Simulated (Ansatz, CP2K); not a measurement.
**Code comparison for LaBi₃ (P1, 4 atoms in the cell)**

Self-consistent single point, at a second geometry (atoms moved at random). First geometry:

```
CELL_PARAMETERS angstrom
      4.98620     0.00000     0.00000
      0.00000     4.98620     0.00000
      0.00000     0.00000     4.98620
ATOMIC_POSITIONS crystal
  La 0.00000 0.00000 0.00000
  Bi 0.50000 0.00000 0.50000
  Bi 0.00000 0.50000 0.50000
  Bi 0.50000 0.50000 0.00000
```

Second geometry:
```xyz
4
Lattice="4.9862 0.0000 0.0000 0.0000 4.9862 0.0000 0.0000 0.0000 4.9862" Properties=species:S:1:pos:R:3 pbc="T T T"
La     0.0468     0.0196     0.0118
Bi     2.4359     0.0143     2.5386
Bi     0.0247     2.4941     2.4745
Bi     2.4788     2.4582    -0.0387
```

Shared settings, as Ansatz (a first-principles code) writes them: kpoints.mp_grid.grid = 5 5 5; scf.occupations.method = fermi_dirac; scf.occupations.width = 0.05 eV. Potentials and cutoffs stand in the table.

```
code                                                                                   model  ΔF from the first geometry (meV/atom)  pressure (GPa)  largest force (eV/Å)       cutoff
------  ------------------------------------------------------------------------------------  -------------------------------------  --------------  --------------------  -----------
Ansatz                                                   LDA (PW92), PAW files made with PBE                                    6.8           -2.91                 0.329       420 eV
CP2K    LDA (Pade form), GPW, DZVP-MOLOPT-SR-GTH basis, GTH-PADE potentials (GTH_POTENTIALS)                                    6.9           -1.94                 0.334  grid 500 Ry
```

Size of the force on each atom (eV/Å): Sizes of forces hide their directions.

```csv
code,La1,Bi2,Bi3,Bi4
Ansatz,0.288,0.329,0.138,0.233
CP2K,0.278,0.334,0.148,0.236
```

On Ansatz's run: spin-orbit coupling is off.

The spread over the programs that give each value: ΔF from the first geometry within 0.1 meV/atom; pressure within 0.97 GPa; largest force within 0.005 eV/Å.

CP2K uses small atom-centred bases, whose incompleteness enters pressures, forces and empty levels differently from a plane-wave cutoff. Ansatz's pressure is given at a fixed set of plane waves, as the other plane-wave codes print theirs.

The starting cell comes from a database of computed structures (which also holds hypothetical and non-ambient phases and stackings), without a prior relaxation at this level. Its lattice was rescaled by a random factor within 2.5 % of one. For this run, on top of that: atoms moved at random.

Keys are those of Ansatz 0.2.
